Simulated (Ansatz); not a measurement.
## WC: pressure series

Consider WC (space group P-6m2, No. 187; a = 2.9219 Å, c = 2.8471 Å).

Cell and atoms are relaxed at each pressure.

The values are results of PBE, PAW, 420 eV (Ansatz, a program for electronic structure; no spin-orbit coupling), not measurements.

```csv
change,c/a ratio,lattice parameter a
base,0.974,2.922 Å
pressure −2 GPa,0.974,2.927 Å
pressure −1 GPa,0.974,2.925 Å
pressure 1.8 GPa,0.975,(withheld)
pressure 4.2 GPa,0.975,2.911 Å
pressure 9 GPa,0.976,2.898 Å
pressure 18 GPa,0.978,2.877 Å
pressure 30 GPa,(withheld),2.851 Å
pressure 45 GPa,0.982,2.822 Å
pressure 60 GPa,0.984,2.797 Å
```

Question: Complete the table.

Answer: 
- pressure 1.8 GPa, lattice parameter a: 2.917 Å
- pressure 30 GPa, c/a ratio: 0.980

Load acts through the strain it causes; cell and atoms are relaxed under it. No phonon test of stability was made. Competing high-pressure phases were not computed. The final runs are not spin-polarised.
